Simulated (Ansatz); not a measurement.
Inside the gap of an insulator the Bloch states are evanescent, with a wavenumber k + iκ along the transport direction.

Given:

```
CELL_PARAMETERS angstrom
      6.60326     0.00000     0.00000
      0.00000     8.10505     0.00000
      3.30163     0.00000     2.03089
ATOMIC_POSITIONS crystal
  Cl 0.87592 0.60889 0.24816
  Cl 0.12408 0.39111 0.75184
  Cl 0.62408 0.10889 0.75184
  Cl 0.37592 0.89111 0.24816
```

The cell was relaxed by PBE-D3(BJ).

Transport runs along the normal of the first two printed cell vectors.

No gap correction and no spin-orbit coupling; mid-gap is the computed energy nearest the middle.

Task: Estimate the band gap and the smallest decay constant κ at mid-gap that r2SCAN (Ansatz, a first-principles code) returns for this system.

Result: Gap 2.54 eV on a 14×4×14 mesh; κ = 0.374 1/Å, at the zone centre.
